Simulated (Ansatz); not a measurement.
```
CELL_PARAMETERS angstrom
      9.29124     0.00025    -0.05211
      0.00009     3.09698     0.03064
     -0.89705     0.21575    22.12049
ATOMIC_POSITIONS crystal
  C  0.66491 0.55849 0.09280
  C  0.33161 0.55625 0.10234
  C  0.99974 0.55603 0.10228
  C  0.68628 0.52922 0.29685
  C  0.35456 0.52847 0.29702
  C  0.02083 0.52936 0.29690
  C  0.51268 0.04267 0.19703
  C  0.17661 0.04278 0.19939
  C  0.83967 0.04342 0.19727
  C  0.71057 0.49363 0.49103
  C  0.38005 0.53262 0.49890
  C  0.03703 0.48002 0.49455
  C  0.53004 0.01888 0.39585
  C  0.19961 0.01590 0.39807
  C  0.86481 0.01030 0.39392
  Si 0.67048 0.05105 0.14415
  Si 0.33808 0.04954 0.15080
  Si 0.00413 0.04953 0.15081
  Si 0.83865 0.56577 0.04529
  Si 0.48064 0.56634 0.04574
  Si 0.16049 0.56184 0.05352
  Si 0.69179 0.02237 0.34598
  Si 0.35885 0.02134 0.34689
  Si 0.02751 0.02241 0.34665
  Si 0.84666 0.53657 0.24719
  Si 0.51648 0.53562 0.24686
  Si 0.18221 0.53582 0.24830
  Si 0.72360 0.98318 0.54114
  Si 0.41758 0.03870 0.54926
  Si 0.01400 0.96343 0.54410
  Si 0.87006 0.50175 0.44255
  Si 0.53753 0.51364 0.44505
  Si 0.20433 0.50945 0.44889
  W  0.11807 0.11765 0.64795
  W  0.61108 0.10263 0.64286
  W  0.86368 0.67752 0.64159
  W  0.36164 0.59995 0.64707
  W  0.87189 0.11688 0.74384
  W  0.37656 0.10823 0.74698
  W  0.62462 0.60985 0.74521
  W  0.12374 0.61915 0.74669
  W  0.63547 0.09743 0.84771
  W  0.13401 0.10190 0.84560
  W  0.38397 0.59811 0.84796
  W  0.88574 0.60099 0.84643
  W  0.40083 0.08546 0.95121
  W  0.89225 0.08427 0.95033
  W  0.14499 0.58841 0.94516
  W  0.64661 0.59188 0.94576
```

The first 33 atoms are the substrate (SiC-3C), the rest the film (W).

These are PBE (plane waves to 420 eV, PAW; Ansatz, a quantum-chemistry and plane-wave program) values and carry that method's errors. Spin–orbit coupling is left out; the runs are not spin-polarised. Its k-point mesh 3×8×1, Fermi–Dirac width 0.05 eV.

**Question.** Describe the bonding at the interfaces and give the barriers.

**Answer.** A periodic stack without vacuum, bcc W (1 1 0) on 3C silicon carbide (0 0 1) (film strained to the substrate, started from cuts of the bulks and a machine-learned relaxation): substrate slab C15Si18, film W16, surface cells [[-3, 0], [-1, -1]] and [[0, 2], [-2, -1]], film strained by -2.7 and +3.2 %, outermost planes Si/Si and W/W as cut, which need not be the usual terminations and can put a slab off its formula.
| Item | Result |
|---|---|
| interface area | 28.8 Å² |
| period | 22.11 Å |
| gaps between the outermost planes at the two interfaces | 2.04 and 2.08 Å |
| Si–W contacts across the interfaces within 1.22 times the sum of covalent radii | 14, mean 2.66 Å |
| hole barrier (PBE, at the middle of a substrate layer that carries a field) | 0.95 eV |
| electron barrier (PBE, at the middle of a substrate layer that carries a field) | 0.43 eV |
| slope of the mean potential energy in the substrate | +1.4 MV/cm × e |
